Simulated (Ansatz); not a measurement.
An Ansatz (a program for electronic structure) input (PBE (Ansatz, PAW, spin-orbit coupling left out), earlier PAW set):

Ansatz 0.2 input:
```yaml
crystal:
  lattice:
    - [3.2213644605, 0, 0]
    - [0, 5.1272574632, 0]
    - [0, 0, 11.1766296279]
  atoms:
    - { symbol: Zr, position: [0, 0, 0.8344845612] }
    - { symbol: Zr, position: [0.5, 0, 0.5807810653] }
    - { symbol: Hf, position: [0, 0, 0.3319826749] }
    - { symbol: Zr, position: [0.5, 0, 0.0856208999] }
    - { symbol: Hf, position: [0.5, 0.5, 0.9191369319] }
    - { symbol: Zr, position: [0, 0.5, 0.6684522563] }
    - { symbol: Zr, position: [0.5, 0.5, 0.4137031109] }
    - { symbol: Hf, position: [0, 0.5, 0.1658384995] }
basis: { ecutwfc: 420, ecutrho_ratio: 4, xc_grid: 2, fft_grid_basis: typed }
kpoints: { mp_grid: { grid: [14, 9, 5] } }
hamiltonian:
  xc: pbe
  dispersion: none
  pseudopotentials: { azcp: { folder: ./paw }, kind: paw }
scf: { occupations: { method: fermi_dirac, width: 0.05 }, convergence: { dr2_threshold: 0.0000000008 } }
output: { forces: true, stress: true }
checkpoint: { write: state.ck, write_every: 1000 }
```

Problem. Which symmetry and how many k-points will the program report, and about how many plane waves at Γ?

Solution. Space group Pmm2 (ITA 25) with 4 operations, k-points 120 of 630, and 3627 plane waves at Γ.

These are small ordered cells, not random alloys; other orderings at the same x differ. No phonon test of stability was made. All final runs are without spin polarisation. The cell was made from Zr by this change: x(Hf) = 0.375, 8 atoms, Pmm2.
